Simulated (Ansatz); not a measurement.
Al2Au under a change: uniaxial strain ε_xx = −0.40 %

The reference is Al$_{2}$Au (space group Fm-3m, No. 225; a = 6.0032 Å; relaxed with 0.1 eV smearing). Axes: x, y, z lie along the cube axes.

It is then changed as follows: uniaxial strain ε_xx = −0.40 %, all other strain components held at zero; the atoms relax in the strained cell.

All numbers come from PBEsol/PAW in Ansatz (an electronic-structure program), without spin-orbit coupling. Settings: 17×17×17 k-points, 0.1 eV Fermi–Dirac smearing.

| quantity | base | changed | shift |
|---|---|---|---|
| volume per atom | 18.03 Å³ | 17.96 Å³ | -0.07 Å³ |
| space group | Fm-3m (No. 225) | I4/mmm (No. 139) | – |
| energy relative to the base (free energy F) | 0 meV/atom | +0.1 meV/atom | +0.1 meV/atom |
| pressure (mean of the normal stresses, compression positive) | 0.0 GPa | 0.5 GPa | +0.5 GPa |
| band gap | zero | zero | – |
| stress (xx, yy, zz, yz, xz, xy; compression positive) | – | (0.6, 0.4, 0.4, 0.0, 0.0, 0.0) GPa | – |

Cost of the whole job for the changed cell (relaxation, final SCF and bands): about 40 core-seconds (a rough figure).

Whether these cells are dynamically stable was not tested.
